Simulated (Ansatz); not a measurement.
Results of PBEsol in Ansatz (PAW) for WN₂ (P-6m2, No. 187, 3 atoms in the cell; start mp-999549).

Input file:

Ansatz 0.2 input:
```yaml
crystal:
  lattice:
    - [2.8959109241, 0.0, 0.0]
    - [-1.4479554621, 2.5079324274, 0.0]
    - [0.0, 0.0, 3.8891741632]
  atoms:
    - { symbol: W, position: [0.6666666667, 0.3333333333, 0.5] }
    - { symbol: N, position: [0.0, 0.0, 0.8187721377] }
    - { symbol: N, position: [0.0, 0.0, 0.1812278623] }
basis:
  ecutwfc: 520
  ecutrho_ratio: 4
  xc_grid: 2
kpoints:
  mp_grid: { grid: [12, 12, 10] }
  band_path:
    path:
      - [0.0, 0.0, 0.0]
      - [0.041667, 0.0, 0.0]
      - [0.083333, 0.0, 0.0]
      - [0.125, 0.0, 0.0]
      - [0.166667, 0.0, 0.0]
      - [0.208333, 0.0, 0.0]
      - [0.25, 0.0, 0.0]
      - [0.291667, 0.0, 0.0]
      - [0.333333, 0.0, 0.0]
      - [0.375, 0.0, 0.0]
      - [0.416667, 0.0, 0.0]
      - [0.458333, 0.0, 0.0]
      - [0.5, 0.0, 0.0]
      - [0.47619, 0.047619, 0.0]
      - [0.452381, 0.095238, 0.0]
      - [0.428571, 0.142857, 0.0]
      - [0.404762, 0.190476, 0.0]
      - [0.380952, 0.238095, 0.0]
      - [0.357143, 0.285714, 0.0]
      - [0.333333, 0.333333, 0.0]
      - [0.311111, 0.311111, 0.0]
      - [0.288889, 0.288889, 0.0]
      - [0.266667, 0.266667, 0.0]
      - [0.244444, 0.244444, 0.0]
      - [0.222222, 0.222222, 0.0]
      - [0.2, 0.2, 0.0]
      - [0.177778, 0.177778, 0.0]
      - [0.155556, 0.155556, 0.0]
      - [0.133333, 0.133333, 0.0]
      - [0.111111, 0.111111, 0.0]
      - [0.088889, 0.088889, 0.0]
      - [0.066667, 0.066667, 0.0]
      - [0.044444, 0.044444, 0.0]
      - [0.022222, 0.022222, 0.0]
      - [0.0, 0.0, 0.071429]
      - [0.0, 0.0, 0.142857]
      - [0.0, 0.0, 0.214286]
      - [0.0, 0.0, 0.285714]
      - [0.0, 0.0, 0.357143]
      - [0.0, 0.0, 0.428571]
      - [0.0, 0.0, 0.5]
      - [0.041667, 0.0, 0.5]
      - [0.083333, 0.0, 0.5]
      - [0.125, 0.0, 0.5]
      - [0.166667, 0.0, 0.5]
      - [0.208333, 0.0, 0.5]
      - [0.25, 0.0, 0.5]
      - [0.291667, 0.0, 0.5]
      - [0.333333, 0.0, 0.5]
      - [0.375, 0.0, 0.5]
      - [0.416667, 0.0, 0.5]
      - [0.458333, 0.0, 0.5]
      - [0.5, 0.0, 0.5]
      - [0.47619, 0.047619, 0.5]
      - [0.452381, 0.095238, 0.5]
      - [0.428571, 0.142857, 0.5]
      - [0.404762, 0.190476, 0.5]
      - [0.380952, 0.238095, 0.5]
      - [0.357143, 0.285714, 0.5]
      - [0.333333, 0.333333, 0.5]
      - [0.311111, 0.311111, 0.5]
      - [0.288889, 0.288889, 0.5]
      - [0.266667, 0.266667, 0.5]
      - [0.244444, 0.244444, 0.5]
      - [0.222222, 0.222222, 0.5]
      - [0.2, 0.2, 0.5]
      - [0.177778, 0.177778, 0.5]
      - [0.155556, 0.155556, 0.5]
      - [0.133333, 0.133333, 0.5]
      - [0.111111, 0.111111, 0.5]
      - [0.088889, 0.088889, 0.5]
      - [0.066667, 0.066667, 0.5]
      - [0.044444, 0.044444, 0.5]
      - [0.022222, 0.022222, 0.5]
      - [0.5, 0.0, 0.428571]
      - [0.5, 0.0, 0.357143]
      - [0.5, 0.0, 0.285714]
      - [0.5, 0.0, 0.214286]
      - [0.5, 0.0, 0.142857]
      - [0.5, 0.0, 0.071429]
      - [0.333333, 0.333333, 0.428571]
      - [0.333333, 0.333333, 0.357143]
      - [0.333333, 0.333333, 0.285714]
      - [0.333333, 0.333333, 0.214286]
      - [0.333333, 0.333333, 0.142857]
      - [0.333333, 0.333333, 0.071429]
    npoints: 1
hamiltonian:
  xc: pbesol
  dispersion: none
  pseudopotentials: { kind: paw }
scf:
  occupations: { method: fermi_dirac, width: 0.01 }
  convergence: { dr2_threshold: 0.0000000003 }
output:
  forces: true
  stress: true
  eigenvalues: true
  write_bands: true
```

Output (set-up and result lines):

```
Crystal: 3 atoms, lattice volume = 28.246 Å³
Basis set: ecut = 520 eV, 759 PW (Γ), exchange–correlation on 48×48×60 points (8 copies of the dense FFT grid, shifted against one another)
Bands: 16, of which v1, the nominal top of the filled ones, is band 12 counted from 1 (11 counted from 0)
Symmetry: 12 space group operations
Space group: P-6m2 (ITA 187), of the structure as read, at distance tolerance 3.0e-5 Å
k-points: 114 of 1440 (time reversal used)
Functional: x = pbesol(κ = 0.804, μ = 0.12345679012345678), c = pbesol(β = 0.046)
SCF iter   1: F=—  HF=-11014.973281 eV  |F-HF|=—  |Δ(HF+E_count)|=         —  Δρ=2.03e-2  dr2=1.02e-1
SCF iter   2: F=—  HF=-11014.956762 eV  |F-HF|=—  |Δ(HF+E_count)|=   1.65e-2  Δρ=7.43e-3  dr2=1.40e-2
  ...
SCF iter   6: F=—  HF=-11014.954543 eV  |F-HF|=—  |Δ(HF+E_count)|=   8.94e-7  Δρ=8.25e-6  dr2=4.80e-9
SCF iter   7: F=-11014.954543 eV  HF=-11014.954543 eV  |F-HF|=3.46e-11  |Δ(HF+E_count)|=   1.69e-9  Δρ=1.01e-6  dr2=9.05e-11
SCF 1 converged in 7 iterations: F = -11014.954543 eV  dr2 = 9.05e-11
SCF converged after 7 iterations
Free energy (F): -11014.954543 eV
Internal energy: -11014.954543 eV  (E = F + TS)
E sigma→0 (E₀):  -11014.954543 eV
Fermi energy:    18.522093 eV
--- Stress (GPa, compression-positive) ---
       -0.002988       0.000000       0.000000
        0.000000      -0.002988       0.000000
        0.000000       0.000000       0.000229
  P = ⅓ Tr σ = -0.0019 GPa (-0.019 kbar)
```

The PAW data were made under PBE.

The result took very roughly 5 core-seconds.

A start named mp-… is a Materials Project structure, which need not be a measured phase.

Ansatz is a quantum-chemistry and plane-wave program.
